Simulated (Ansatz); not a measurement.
A series of runs on Ga2O3 (C2/m, 10 atoms in the cell)

```xyz
10
Lattice="6.1304 -1.5213 0.0000 6.1304 1.5213 0.0000 -1.3819 0.0000 5.6413" Properties=species:S:1:pos:R:3 pbc="T T T"
Ga     3.2359     0.0000     3.8658
Ga     7.6430     0.0000     1.7755
Ga    10.8680     0.0000     1.1577
Ga     0.0109     0.0000     4.4837
O      5.1465     0.0000     4.1934
O      5.7324     0.0000     1.4479
O      9.5316     0.0000     2.4640
O      1.3473     0.0000     3.1774
O      1.8661     0.0000     0.6157
O      9.0128     0.0000     5.0256
```

Base run A: PBE, PAW files (Ansatz, a program for electronic structure), self-consistent single point.

Its settings: basis.ecutwfc = 30.9 Ry; kpoints.mp_grid.grid = 7 7 4; hamiltonian.xc = pbe; hamiltonian.pseudopotentials = {kind: paw} (the program's default PAW files); scf.occupations.method = gaussian; scf.occupations.width = 0.0007 Ry.

The starting cell comes from a database of computed structures (which also holds hypothetical and non-ambient phases and stackings), without a prior relaxation at this level. Its lattice was rescaled by a random factor within 2.5 % of one. In the base run, with a pressure of about 8 GPa the cell is away from its equilibrium volume at this level. Ansatz's pressure includes its estimate of the finite-basis (Pulay) stress.

ΔF is the free energy per atom less that of run A. 

Run A gave: pressure (GPa) 7.75; largest force (eV/Å) 0.178; gap on the mesh (eV) 2.357; iterations 10.

Runs:
- B: scf.mixing.algorithm, scf.mixing.ndim = anderson, default
- C: scf.mixing.algorithm, scf.mixing.ndim = anderson, 2
- D: scf.mixing.algorithm, scf.mixing.ndim = broyden, default
- E: scf.mixing.algorithm, scf.mixing.ndim = broyden, 20
- F: scf.mixing.algorithm, scf.mixing.ndim = msr1, default
- G: scf.mixing.algorithm, scf.mixing.ndim = msr1, 2

**Question.** Which runs reach the base run's state, and which is quickest in iterations?

**Answer.** Runs B, C, D, E, F, G gave the same state as A (within 1 meV/atom). The fewest iterations to that state were 10 (A, E, F); the most were 15.

```json
[
 {"run": "A", "ΔF (meV/atom)": "0.00", "pressure (GPa)": "7.75", "largest force (eV/Å)": "0.178", "gap on the mesh (eV)": "2.357", "iterations": "10"},
 {"run": "B", "ΔF (meV/atom)": "0.00", "pressure (GPa)": "7.75", "largest force (eV/Å)": "0.178", "gap on the mesh (eV)": "2.357", "iterations": "12"},
 {"run": "C", "ΔF (meV/atom)": "0.00", "pressure (GPa)": "7.75", "largest force (eV/Å)": "0.178", "gap on the mesh (eV)": "2.356", "iterations": "13"},
 {"run": "D", "ΔF (meV/atom)": "0.00", "pressure (GPa)": "7.75", "largest force (eV/Å)": "0.178", "gap on the mesh (eV)": "2.357", "iterations": "11"},
 {"run": "E", "ΔF (meV/atom)": "0.00", "pressure (GPa)": "7.75", "largest force (eV/Å)": "0.178", "gap on the mesh (eV)": "2.356", "iterations": "10"},
 {"run": "F", "ΔF (meV/atom)": "0.00", "pressure (GPa)": "7.75", "largest force (eV/Å)": "0.178", "gap on the mesh (eV)": "2.357", "iterations": "10"},
 {"run": "G", "ΔF (meV/atom)": "0.00", "pressure (GPa)": "7.75", "largest force (eV/Å)": "0.178", "gap on the mesh (eV)": "2.356", "iterations": "15"}
]
```

Keys are those of Ansatz 0.2.
